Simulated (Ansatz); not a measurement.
BAs under a change: biaxial strain +1.67 %, plane normal [111], relaxed out of plane

Take BAs in the zinc blende structure (space group F-43m, No. 216; a = 4.7839 Å) as the base. Axes: x, y, z lie along the cube axes.

It is then changed as follows: tensile biaxial strain of 1.67 % in the plane normal to [111], as in epitaxy on a mismatched substrate; the out-of-plane cell vector and the atoms relax.

Method: Ansatz (an electronic-structure program), r2SCAN, PAW, cutoff 500 eV, no SOC. Γ-centred 12×12×12 mesh, Fermi–Dirac width 0.05 eV.

```tsv
quantity	base	changed	shift
volume per atom	13.69 Å³	14.10 Å³	+0.41 Å³
space group	F-43m (No. 216)	R3m (No. 160)	–
energy relative to the base (free energy F)	0 meV/atom	+8.7 meV/atom	+8.7 meV/atom
pressure (mean of the normal stresses, compression positive)	0.0 kbar	-39.1 kbar	-39.1 kbar
band gap	1.38 eV	1.31 eV	-0.07 eV
gap character	–	indirect, Γ → F–Γ (18 % along)	–
smallest direct gap	3.44 eV	3.22 eV	-0.22 eV
hole mass	–	0.11 mₑ out of plane, 0.46 mₑ in plane (at Γ)	–
valence-band top at Γ (three highest levels, from the VBM)	0.00, 0.00, 0.00 eV	0.00, -0.13, -0.13 eV	–
valley order (the lowest conduction-band minima on the path, energy above the VBM, named in the base's zone)	a point along ⟨100⟩, about 1.0 Å⁻¹ from Γ 1.38 eV	a point along [001], about 1.1 Å⁻¹ from Γ 1.31 eV; L along [111] 2.41 eV; L along [1-1-1] 2.76 eV	–
out-of-plane strain	–	-0.33 %	–
ratio −ε⊥/ε∥	–	0.20	–
mean in-plane stress (compression positive)	–	-5.9 GPa	–
```

Masses are band curvatures over ±0.01 Å⁻¹ around the edge. Stability against distortions was not tested. k-point labels follow each cell's own Brillouin zone.
